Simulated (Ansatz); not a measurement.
Output of an Ansatz run (abridged):

```
WARN ansatz: RAYON_NUM_THREADS=1 ignored (pool sized by the plan → 1); use --threads N
Pseudopotentials: kind: paw
Pseudopotential: Zn, paw, valence charge 12
Pseudopotential: Se, paw, valence charge 16
Pseudopotential: S, paw, valence charge 6
Crystal: 8 atoms, lattice volume = 365.372 Å³
Basis set: ecut = 420 eV, 7199 PW (Γ), exchange–correlation on 54×54×320 points (8 copies of the dense FFT grid, shifted against one another)
Bands: 56, of which v1, the nominal top of the filled ones, is band 46 counted from 1 (45 counted from 0)
Symmetry: 4 space group operations
Space group: Pmm2 (ITA 25), of the structure as read, at distance tolerance 7.1e-5 Å
k-points: 9 of 25
PAW frozen core: Zn, regenerated for the run's functional, and the local potential with it
PAW frozen core: Se, regenerated for the run's functional, and the local potential with it
PAW frozen core: S, regenerated for the run's functional, and the local potential with it
Initial density: superposition of atomic densities (neutral atoms: chi_scale 0, normalization atom), corrected by the library's trained network
Initial wavefunctions: pseudopotential atomic-orbital guess
Eigensolver: davidson
Functional: x = pbesol(κ = 0.804, μ = 0.12345679012345678), c = pbesol(β = 0.046)
SCF iter   1: F=—  HF=-25744.140224 eV  |F-HF|=—  |Δ(HF+E_count)|=         —  Δρ=1.39e-2  dr2=1.68e1  ethr=1.77e-3  ⟨swp⟩=8.7  Hψ=2317  notcnv=0  defer=23
all-band conjugate gradients solve this SCF's bands
preconditioner: auto → LDOS
SCF iter   2: F=—  HF=-25744.083981 eV  |F-HF|=—  |Δ(HF+E_count)|=   5.62e-2  Δρ=1.59e-2  dr2=2.96e1  ethr=1.77e-3  ⟨swp⟩=2.6  Hψ=662  notcnv=0  defer=32
SCF iter   3: F=—  HF=-25743.764433 eV  |F-HF|=—  |Δ(HF+E_count)|=   3.20e-1  Δρ=6.71e-3  dr2=3.94e0  ethr=1.77e-3  ⟨swp⟩=1.1  Hψ=586  notcnv=0  defer=31
SCF iter   4: F=—  HF=-25743.701987 eV  |F-HF|=—  |Δ(HF+E_count)|=   6.24e-2  Δρ=2.88e-3  dr2=7.67e-1  ethr=1.77e-3  ⟨swp⟩=1.8  Hψ=488  notcnv=0  defer=31
SCF iter   5: F=—  HF=-25743.710252 eV  |F-HF|=—  |Δ(HF+E_count)|=   8.27e-3  Δρ=4.06e-3  dr2=1.40e0  ethr=8.34e-4  ⟨swp⟩=1.3  Hψ=592  notcnv=0  defer=30
SCF iter   6: F=—  HF=-25743.698508 eV  |F-HF|=—  |Δ(HF+E_count)|=   1.17e-2  Δρ=2.40e-3  dr2=4.87e-1  ethr=8.34e-4  ⟨swp⟩=1.0  Hψ=473  notcnv=0  defer=30
SCF iter   7: F=—  HF=-25743.693342 eV  |F-HF|=—  |Δ(HF+E_count)|=   5.17e-3  Δρ=2.82e-4  dr2=4.46e-3  ethr=5.29e-4  ⟨swp⟩=1.0  Hψ=473  notcnv=0  defer=30
SCF iter   8: F=—  HF=-25743.693329 eV  |F-HF|=—  |Δ(HF+E_count)|=   1.30e-5  Δρ=2.28e-4  dr2=3.93e-3  ethr=4.85e-6  ⟨swp⟩=1.0  Hψ=473  notcnv=0  defer=30
SCF iter   9: F=—  HF=-25743.693294 eV  |F-HF|=—  |Δ(HF+E_count)|=   3.45e-5  Δρ=4.01e-5  dr2=7.48e-6  ethr=4.27e-6  ⟨swp⟩=1.0  Hψ=473  notcnv=0  defer=30
SCF iter  10: F=—  HF=-25743.693024 eV  |F-HF|=—  |Δ(HF+E_count)|=   2.70e-4  Δρ=1.38e-5  dr2=3.50e-6  ethr=8.13e-9  ⟨swp⟩=2.0  Hψ=768  notcnv=0  defer=31
SCF iter  11: F=—  HF=-25743.693025 eV  |F-HF|=—  |Δ(HF+E_count)|=   8.81e-7  Δρ=8.42e-6  dr2=1.19e-6  ethr=3.81e-9  ⟨swp⟩=1.7  Hψ=490  notcnv=0  defer=31
SCF iter  12: F=—  HF=-25743.693025 eV  |F-HF|=—  |Δ(HF+E_count)|=   1.08e-7  Δρ=4.60e-6  dr2=2.21e-7  ethr=1.29e-9  ⟨swp⟩=2.0  Hψ=692  notcnv=0  defer=31
SCF iter  13: F=-25743.693025 eV  HF=-25743.693025 eV  |F-HF|=8.33e-8  |Δ(HF+E_count)|=   1.61e-8  Δρ=2.21e-6  dr2=9.49e-8  ethr=1.09e-10  ⟨swp⟩=19.0  Hψ=2413  notcnv=0
SCF 1 converged in 13 iterations: F = -25743.693025 eV  dr2 = 9.49e-8
SCF converged after 13 iterations
Free energy (F): -25743.693025 eV
Harris-Foulkes:  -25743.693025 eV  (|F-HF|=8.33e-8)
Internal energy: -25743.629392 eV  (E = F + TS)
E sigma→0 (E₀):  -25743.661209 eV
Entropy (-TS):   -0.063633 eV (-7.954 meV/atom)
Fermi energy:    0.119267 eV
--- Per-component energies (eV) ---
  E_band       = -1373.559765
  E_kinetic    = 969.953044
  E_local      = -71755.067521  (includes V_loc(G=0)·N_el)
  E_nonlocal   = 1333.056506
  E_hartree    = 34905.548064
  E_xc         = -936.627505
  E_vxc        = -574.196682  (∫ρ·V_xc dr)
  E_paw        = -12067.216710  (= ΣΔE_a)
  E_vpaw       = -1158.339714  (= ΣTr[D̂ρ^β])
  E_aug_tail   = -0.002522  (compensation charges beyond the density's cutoff)
  E_ewald      = 21801.397033
  E_core_change = 5.330219  (= ΣΔE_core)
  E_smearing   = -0.063633  (= −TS)
  E_closure    = 0.000000  (closes the sum)
  Σ components = -25743.693025   (vs F -25743.693025, Δ=0.00e0)
--- Forces (eV/Å), atoms counted from 1 ---
  atom   1  Zn     0.00000000     0.00000000     0.55536182
  atom   2  Zn     0.00000000     0.00000000     0.16605615
  atom   3  Se     0.00000000     0.00000000    -0.35000565
  atom   4  S      0.00000000     0.00000000    -0.42965565
  atom   5  Zn     0.00000000     0.00000000     0.88149576
  atom   6  Zn     0.00000000     0.00000000     0.44236619
  atom   7  Se     0.00000000     0.00000000    -0.53527140
  atom   8  S      0.00000000     0.00000000    -0.73035922
  max |Σ_I F_I| component: 1.20e-5 eV/Å
--- Stress (GPa, compression-positive) ---
       -0.662981       0.000000       0.000000
        0.000000      -1.622602       0.000000
        0.000000       0.000000      -0.766149
  P = ⅓ Tr σ = -1.0172 GPa (-10.172 kbar)
  The stress holds the Pulay correction. Without it, at fixed plane waves, as pw.x and ABINIT print it: P = -1.0404 GPa
--- Band table (eV; the first three rows and the last of 9) ---
  k-point 0: bands = ["-48.0332", "-48.0311", "-48.0239", "-47.9985", "-47.9943", "-46.7775", "-46.7747", "-46.7688", "-46.7598", "-46.7575", "-14.0588", "-13.2895", "-12.5819", "-10.9492", "-7.5126", "-7.4221", "-7.3545", "-7.2711", "-7.2706", [...]
  k-point 1: bands = ["-48.0332", "-48.0311", "-48.0239", "-47.9984", "-47.9943", "-46.7775", "-46.7746", "-46.7688", "-46.7598", "-46.7576", "-13.9231", "-13.1857", "-12.5003", "-10.8600", "-7.4587", "-7.4095", "-7.3487", "-7.2650", "-7.1862", [...]
  k-point 2: bands = ["-48.0331", "-48.0312", "-48.0239", "-47.9983", "-47.9944", "-46.7776", "-46.7745", "-46.7688", "-46.7597", "-46.7576", "-13.6725", "-13.0126", "-12.3647", "-10.7087", "-7.3988", "-7.3423", "-7.3416", "-7.1744", "-7.1383", [...]
  k-point 8: bands = ["-48.0330", "-48.0312", "-48.0240", "-47.9979", "-47.9944", "-46.7776", "-46.7745", "-46.7689", "-46.7593", "-46.7577", "-13.3791", "-12.7553", "-12.0965", "-10.5615", "-7.3817", "-7.3344", "-7.2628", "-7.2067", "-7.1589", [...]
```

The structure:

```
CELL_PARAMETERS angstrom
      3.92102     0.00000     0.00000
      0.00000     3.92102     0.00000
      0.00000     0.00000    23.76499
ATOMIC_POSITIONS crystal
  Zn 0.50000 0.00000 0.41717
  Zn 0.00000 0.50000 0.29455
  Se 0.00000 0.00000 0.35586
  S  0.50000 0.50000 0.47239
  Zn 0.50000 0.00000 0.65023
  Zn 0.00000 0.50000 0.52761
  Se 0.00000 0.00000 0.58892
  S  0.50000 0.50000 0.70545
```

Q: Write an input that gives this output.

A: Other spellings and defaults could give the same log, and not every line can be read from it. The input that was run (DFT, PBEsol, plane waves, default PAW files made with PBE):

Ansatz 0.2 input:
```yaml
# Zn2SSe
crystal:
  lattice:
    - [3.921018, 0.000000, 0.000000]
    - [0.000000, 3.921018, 0.000000]
    - [0.000000, 0.000000, 23.764987]
  atoms:
    - { symbol: Zn, position: [0.500000, 0.000000, 0.417168] }
    - { symbol: Zn, position: [0.000000, 0.500000, 0.294551] }
    - { symbol: Se, position: [0.000000, 0.000000, 0.355859] }
    - { symbol: S, position: [0.500000, 0.500000, 0.472388] }
    - { symbol: Zn, position: [0.500000, 0.000000, 0.650230] }
    - { symbol: Zn, position: [0.000000, 0.500000, 0.527612] }
    - { symbol: Se, position: [0.000000, 0.000000, 0.588920] }
    - { symbol: S, position: [0.500000, 0.500000, 0.705449] }
basis:
  ecutwfc: 420.0
kpoints:
  mp_grid: { grid: [5, 5, 1] }
hamiltonian:
  xc: pbesol
  pseudopotentials: { kind: paw }
scf:
  occupations: { method: fermi_dirac, width: 0.05 }
output:
  forces: true
  eigenvalues: true
  stress: true
```

The starting cell comes from a database of computed structures (which also holds hypothetical and non-ambient phases and stackings), without a prior relaxation at this level. The slab is cut from that crystal, and its faces are unrelaxed. Its lattice was rescaled by up to half a per cent. Spin polarisation is off, though cut faces can carry moments; the slab shows no gap. The two faces of this cut differ, and no dipole correction was used.

Ansatz is a program for electronic structure.
